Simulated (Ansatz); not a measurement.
Consider a periodic stack without vacuum, rock-salt TaN (0 0 1) on alpha cristobalite (0 0 1), half a monolayer of H at both interfaces (film strained to the substrate, started from cuts of the bulks and a machine-learned relaxation; slabs Si16O32 and N30Ta30H2, which can lie off the formulas): substrate slab Si16O32, film N30Ta30H2, surface cells [[-1, 1], [-1, -1]] and [[-3, -1], [-1, -2]], film strained by +2.9 and +2.9 %, outermost planes O/O and NTa/NTa as cut, which need not be the usual terminations and can put a slab off its formula. Its start:

```
CELL_PARAMETERS angstrom
      7.18852     0.00000    -0.01445
      0.00000     7.18852     0.02404
      0.24099     3.39202    28.94595
ATOMIC_POSITIONS crystal
  Si 0.21568 0.90210 0.15937
  Si 0.71108 0.42918 0.16662
  Si 0.77542 0.01626 0.03241
  Si 0.23933 0.48990 0.04640
  Si 0.51066 0.73641 0.09694
  Si 0.99311 0.22529 0.10567
  Si 0.49554 0.09224 0.22354
  Si 0.01475 0.59610 0.22458
  O  0.32680 0.98823 0.20017
  O  0.82249 0.50148 0.20941
  O  0.35515 0.87399 0.11618
  O  0.86017 0.36665 0.12968
  O  0.68388 0.85474 0.07123
  O  0.18659 0.33621 0.09048
  O  0.58582 0.59819 0.14104
  O  0.04747 0.04237 0.14106
  O  0.28466 0.37839 0.00197
  O  0.94521 0.92526 0.00344
  O  0.57881 0.25334 0.18498
  O  0.12132 0.70291 0.17931
  O  0.65143 0.93562 0.24093
  O  0.15403 0.43570 0.24829
  O  0.41686 0.61408 0.05940
  O  0.88625 0.16657 0.06063
  Si 0.21039 0.79558 0.40342
  Si 0.71541 0.29607 0.41211
  Si 0.79525 0.86065 0.28192
  Si 0.29133 0.34236 0.28858
  Si 0.51493 0.61199 0.34700
  Si 0.98782 0.11296 0.34560
  Si 0.47272 0.98265 0.47310
  Si 0.03211 0.46965 0.46842
  O  0.30647 0.88777 0.44554
  O  0.85330 0.35387 0.45237
  O  0.36341 0.75758 0.36442
  O  0.83741 0.24043 0.36910
  O  0.69121 0.73190 0.32442
  O  0.17036 0.24045 0.33182
  O  0.57992 0.46912 0.39224
  O  0.04714 0.93445 0.38215
  O  0.42070 0.18629 0.26814
  O  0.96113 0.74028 0.26145
  O  0.59658 0.11199 0.43378
  O  0.11486 0.59565 0.42283
  O  0.59327 0.80468 0.49863
  O  0.19564 0.35006 0.49721
  O  0.42261 0.49928 0.30783
  O  0.89151 0.04139 0.30078
  N  0.93654 0.44968 0.64228
  N  0.55007 0.64748 0.63654
  N  0.73593 0.05462 0.64156
  N  0.33541 0.24096 0.63665
  N  0.14941 0.83989 0.64231
  N  0.85334 0.78323 0.57072
  N  0.43087 0.98837 0.57036
  N  0.64782 0.38783 0.56711
  N  0.24937 0.59553 0.56824
  N  0.02018 0.16841 0.57116
  N  0.96312 0.35994 0.78671
  N  0.54492 0.56011 0.78491
  N  0.74140 0.96375 0.78606
  N  0.36530 0.15458 0.78641
  N  0.13883 0.73821 0.78736
  N  0.85814 0.69017 0.71502
  N  0.45802 0.90921 0.71569
  N  0.64105 0.28956 0.71415
  N  0.23460 0.50472 0.71646
  N  0.04953 0.10301 0.71760
  N  0.95192 0.27525 0.93422
  N  0.55317 0.48876 0.93151
  N  0.73113 0.87528 0.92972
  N  0.34507 0.07243 0.93363
  N  0.14364 0.67766 0.93244
  N  0.85832 0.62072 0.86041
  N  0.45602 0.81334 0.86058
  N  0.64294 0.20602 0.86029
  N  0.25042 0.41228 0.86457
  N  0.04001 0.01538 0.86514
  Ta 0.84480 0.75720 0.64095
  Ta 0.44766 0.93741 0.64073
  Ta 0.62540 0.35148 0.63873
  Ta 0.24568 0.53107 0.64087
  Ta 0.04338 0.15368 0.64198
  Ta 0.95941 0.48051 0.57179
  Ta 0.56754 0.68346 0.56381
  Ta 0.72314 0.10110 0.57153
  Ta 0.29914 0.29916 0.56353
  Ta 0.14785 0.87240 0.57279
  Ta 0.83526 0.66407 0.78752
  Ta 0.43141 0.85127 0.78808
  Ta 0.66699 0.26799 0.78694
  Ta 0.25767 0.44021 0.79142
  Ta 0.06517 0.04720 0.79138
  Ta 0.93087 0.39371 0.71418
  Ta 0.53339 0.59940 0.71059
  Ta 0.76114 0.98533 0.71414
  Ta 0.34339 0.21661 0.71137
  Ta 0.16157 0.81500 0.71461
  Ta 0.85889 0.56239 0.93086
  Ta 0.45020 0.78873 0.92984
  Ta 0.65802 0.20354 0.93117
  Ta 0.25122 0.36360 0.93673
  Ta 0.02540 0.97163 0.93818
  Ta 0.93968 0.31925 0.86090
  Ta 0.56056 0.50194 0.86055
  Ta 0.75496 0.91826 0.85949
  Ta 0.33424 0.11469 0.86281
  Ta 0.16041 0.71972 0.86252
  H  0.94935 0.59107 0.50220
  H  0.07825 0.61388 0.03516
```

The start was prepared with a machine-learned potential, and the result is one local minimum, with the in-plane cell held and forces under 0.04 eV/Å; the film can end far from its bulk form.

The numbers are results of PBE (plane waves to 420 eV, PAW; Ansatz, an electronic-structure program), not measurements. No spin–orbit coupling; the runs are not spin-polarised; PBE gaps are too small against experiment. Its k-point mesh 4×4×1, Fermi–Dirac width 0.05 eV.

Predict the relaxed interface.

The interface area is 51.7 Å² and the period comes out as 28.94 Å. The heights between the nearest atoms of the two slabs at the two interfaces is 0.16 and -0.97 Å and the Si–Ta contacts across the interfaces within 1.22 times the sum of covalent radii is 7, mean 3.08 Å. The O–Ta contacts across the interfaces within 1.22 times the sum of covalent radii comes out as 4, mean 1.94 Å and the H–Si contacts across the interfaces within 1.22 times the sum of covalent radii is 2, mean 1.52 Å.
